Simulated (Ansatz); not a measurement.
The cell is made up: elements placed on another compound's structure type, so the phase may be hypothetical.

The decay constant κ of evanescent states in the gap governs leakage through a thin film.

Input:

```yaml
crystal:
  lattice:
    - [4.33843, 0.00000, 0.00000]
    - [0.00000, 10.54321, 0.00000]
    - [0.00000, 5.27160, 5.27160]
  atoms:
    - { symbol: In, position: [0.00000, 0.67823, 0.00000] }
    - { symbol: In, position: [0.00000, 0.32177, 0.00000] }
    - { symbol: In, position: [0.50000, 0.17823, 0.64355] }
    - { symbol: In, position: [0.50000, 0.82177, 0.35645] }
    - { symbol: As, position: [0.00000, 0.68084, 0.63833] }
    - { symbol: As, position: [0.00000, 0.31916, 0.36167] }
    - { symbol: As, position: [0.50000, 0.81916, 0.00000] }
    - { symbol: As, position: [0.50000, 0.18084, 0.00000] }
```

Space group of this cell: P4_2/mnm. The cell was relaxed by PBE-D3(BJ).

Transport runs along the normal of the first two printed cell vectors.

The gap is the functional's own, uncorrected, and κ follows it; spin-orbit coupling is left out. Mid-gap values are interpolated between the computed energies.

Task: Give the band gap and the smallest decay constant κ at mid-gap that r2SCAN in Ansatz (an electronic-structure program) yields.

Result: Gap 0.18 eV on a 8×6×6 mesh; κ = 0.012 1/Å, at the zone centre.
